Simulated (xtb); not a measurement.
xtb 6.7.1, GFN2-xTB: Mn(SH)(nacnac)(OH2)2 (CC1=CC(C)=[N](C)->[Mn](<-[OH2])(<-[OH2])([SH])[N]1C), charge 0, multiplicity 6, 31 atoms. The geometry is a generated start, not checked to be a minimum at this level.

- run flags: --grad
- method: GFN2-xTB
- --acc: 1 (default)
- --etemp (K): 300 (default)
- basis functions: 82
- valence electrons: 81

Charge 0 and multiplicity 6 are set for this test and not shown to be the ground state. GFN-xTB has no spin term: --uhf 5 sets the occupations alone.

One run each on 1 thread. Values of broydamp tried: 0.02, 0.05, 0.1, 0.2, 0.4 (default), 0.6, 0.8, 1.

### Question
How does the count of SCC iterations change with broydamp, and where is it least?

### Answer
Fewest SCC iterations: 0.6 with 18. The count rises to 55 at 0.02. All converge to one solution.

```csv
broydamp,SCC iterations,end
0.02,55,same solution
0.05,27,same solution
0.1,22,same solution
0.2,20,same solution
0.4 (default),21,same solution
0.6,18,same solution
0.8,20,same solution
1,26,same solution
```
